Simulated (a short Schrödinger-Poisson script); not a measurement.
Stack: symmetric double-gate stack, SiO2 on p-type Si(100), at 400 K.

| layer | material | thickness (nm) | Na (cm⁻³) |
|---|---|---|---|
| 1 | SiO2 | 2.7 | - |
| 2 | Si | 14 | 1e18 |
| 3 | SiO2 | 2.7 | - |

Constants are typed, rounded textbook-type inputs, not results; the design itself was drawn at random and stands for no fabricated device. SiO2: permittivity 3.9, conduction-band edge (eV) 3.15, gap (eV) 9, electron mass (mₑ) 0.5. Si: permittivity 11.7, conduction-band edge (eV) 0, gap (eV) 1.124, Nv at 300 K (cm⁻³) 3.1e19.

Channel valleys (confinement mass, in-plane density-of-states mass, number): Δ2 0.916, 0.19, 2; Δ4 0.19, 0.417, 4. At the gates, both at one voltage, the conduction-band edge of layer 1 lies 3.75 eV − eVg above the Fermi level of the channel. Gaps are held at their typed values at every temperature. Mesh 0.03 nm at interfaces.

Solved with a short Schrödinger-Poisson script written for these runs: 1D Poisson equation in equilibrium, electrons quantum, Hartree (BenDaniel-Duke, 12 states a valley, the channel's in-plane mass for all, wave functions free to enter the dielectric), parabolic valleys, classical holes, full ionisation, no traps, pinning or gate leakage.

The same stack at other levels of the model or other numerical settings:

```
run                                          sheet density of all electrons at Vg = 2.1 V (cm⁻²)  sheet density of all electrons at Vg = 0.9 V (cm⁻²)  capacitance of both gates at Vg = 2.1 V (μF/cm²)  gate voltage at 1e11 electrons/cm² (V)  rough cost against the base
-------------------------------------------  ---------------------------------------------------  ---------------------------------------------------  ------------------------------------------------  --------------------------------------  ---------------------------
base                                                                                     1.92e13                                              3.44e12                                              2.23                                    0.52                      about 1
electrons treated as classical, Boltzmann                                             (withheld)                                              3.97e12                                        (withheld)                                    0.50                         0.03
electrons treated as classical, Fermi-Dirac                                           (withheld)                                              3.95e12                                              2.36                                    0.50                         0.08
mesh six times as coarse                                                                 1.92e13                                              3.43e12                                              2.22                                    0.52                          0.3
```

**Question.** What belongs in the gaps?

**Answer.** 
- electrons treated as classical, Fermi-Dirac, sheet density of all electrons at Vg = 2.1 V (cm⁻²): 2.10e13
- electrons treated as classical, Boltzmann, capacitance of both gates at Vg = 2.1 V (μF/cm²): 2.43
- electrons treated as classical, Boltzmann, sheet density of all electrons at Vg = 2.1 V (cm⁻²): 2.14e13

The classical rows ignore confinement, and Boltzmann statistics overrate the density once the band edge passes the Fermi level.
